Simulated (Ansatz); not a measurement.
**Effect of Sn on a Cu site (antisite), symmetric start on ZnCu2SnS4**

Base system: an 8-atom supercell of ZnCu$_{2}$SnS$_{4}$ (space group I-4, No. 82; a = 5.374 Å, c = 10.754 Å) at its relaxed geometry.

One thing is altered: a neutral Sn on a Cu site (antisite), symmetric start, atoms relaxed at fixed cell.

All numbers come from PBEsol/PAW in Ansatz (an electronic-structure program), scalar-relativistic without spin-orbit coupling, earlier PAW set. Γ-centred 5×5×5 mesh, Fermi–Dirac width 0.01 eV.

```csv
quantity,base,changed,shift
pressure,0.0 GPa,17.8 GPa,+17.8 GPa
energy gained by relaxation,–,1.53 eV,–
mean distance from the defect site to its nearest host atoms,227 pm,245 pm,+18 pm
```

Final structure:

```yaml
crystal:
  lattice:
    - [-2.68698, 2.68698, 5.37717]
    - [5.37396, 0.00000, 0.00000]
    - [0.00000, 5.37396, 0.00000]
  atoms:
    - { symbol: Sn, position: [0.00000, 0.00000, 0.00000] }
    - { symbol: Cu, position: [0.50000, 0.25000, 0.25000] }
    - { symbol: Zn, position: [0.50000, 0.75000, 0.75000] }
    - { symbol: Sn, position: [0.00000, 0.50000, 0.50000] }
    - { symbol: S, position: [0.69265, 0.60457, 0.91920] }
    - { symbol: S, position: [0.69265, 0.08808, 0.38814] }
    - { symbol: S, position: [0.30735, 0.91920, 0.08808] }
    - { symbol: S, position: [0.30735, 0.38814, 0.60457] }
```

The magnetic state is the one reached from the starting moments; the real material's order can differ, and small cells can't hold many antiferromagnetic ones. In so small a cell the defect repeats every few ångströms: this is an ordered compound, not a dilute defect. The mesh was chosen for an insulator and is coarse for the gapless case. The defect started on the symmetric site and kept its symmetry, so it may sit on a saddle. Starting moments died away, wholly or in part, for Sn on a Cu site (antisite); another magnetic solution may exist. Spin-polarised in the final run: Sn on a Cu site (antisite); the other runs are not. The defect cell is spin-polarised and ends with 0.0 μB.
